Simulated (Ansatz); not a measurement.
Converging the plane-wave cutoff: Sb (R-3m, 2 atoms in the cell)

```
Sb
1.0
    3.97713    -2.16578     0.00000
    3.97713     2.16578     0.00000
    2.79774     0.00000     3.56101
Sb
2
Direct
  0.23791   0.23791   0.23791
  0.76650   0.76650   0.76650
```

Computed with PBEsol, PAW files made with PBE (plane waves; Ansatz, an electronic-structure program).

Base settings: basis.ecutwfc = 420 eV; kpoints.mp_grid.grid = 9 9 9; hamiltonian.xc = pbesol; hamiltonian.pseudopotentials = {kind: paw} (the program's default PAW files); scf.occupations.method = fermi_dirac; scf.occupations.width = 0.1 eV.

The second cell is the first with its lattice scaled by 0.98.

The mesh stays at the base's, so the ladder's end is converged at best in this setting alone.

The first pressure column holds Ansatz's estimate of the finite-basis (Pulay) stress, which hides part of the cutoff error; the other is without it.

Only quantities that move along the ladder and can be compared are tabulated.

The count of work is k-points × plane waves × bands × iterations; it is no time. 

The starting cell has typed, rounded lattice constants, without a prior relaxation at this level. Its lattice was rescaled by up to half a per cent. One atom was moved a little off its site on purpose.

```csv
basis.ecutwfc,free energy less the last step's (meV/atom),energy of the compressed cell less the first (meV/atom),pressure (GPa),pressure without the Pulay estimate (GPa),largest difference of a force vector from the last step's (eV/Å),count of work / last
145 eV,38733.95,-75.32,-15.01,-806.23,1.921,0.066
170 eV,13771.05,-11.12,0.89,-340.18,0.003,0.069
190 eV,6001.79,-13.60,-2.60,-168.29,0.528,0.077
210 eV,2575.18,-5.65,-0.95,-82.42,0.122,0.096
230 eV,1054.91,13.00,-1.00,-39.09,0.139,0.11
250 eV,417.67,7.29,-1.17,-18.43,0.159,0.12
295 eV,40.98,3.96,-1.38,-3.72,0.007,0.15
335 eV,4.57,2.89,-1.45,-1.70,0.002,0.19
380 eV,1.26,2.91,-1.45,-1.47,0.001,0.22
420 eV,0.74,2.89,-1.45,-1.46,0.001,0.27
460 eV,0.39,2.87,-1.45,-1.46,0.000,0.30
505 eV,0.22,2.86,-1.45,-1.45,0.000,0.35
565 eV,0.11,2.86,-1.45,-1.45,0.000,0.42
630 eV,0.05,2.85,-1.45,-1.45,0.000,0.49
735 eV,0.02,2.85,-1.45,-1.45,0.000,0.62
840 eV,0.01,2.85,-1.45,-1.45,0.000,0.75
1010 eV,0.00,2.85,-1.45,-1.45,0.000,1.0
```

Coarsest basis.ecutwfc that holds the forces within 0.02 eV/Å of the last step, with all finer ones: 295 eV, at 0.15 of the last step's count of work; the step before is off by 0.16 eV/Å.

Coarsest basis.ecutwfc that holds the energy of the compressed cell less the first within 0.5 meV/atom of the last step, with all finer ones: 335 eV, at 0.19 of the last step's count of work; the step before is off by 1.1 meV/atom.

Coarsest basis.ecutwfc that holds the free energy within 5 meV/atom of the last step, with all finer ones: 335 eV, at 0.19 of the last step's count of work; the step before is off by 41 meV/atom.

The energy difference between the two cells stays within 1 meV/atom of the last step's from 335 eV on, the total only from 420 eV on: much of the error is common to both cells and cancels.

At the lowest cutoff the pressure without the Pulay estimate lies 805 GPa under the last step's, the usual sign of Pulay stress in an incomplete plane-wave basis.

Keys are those of Ansatz 0.2.
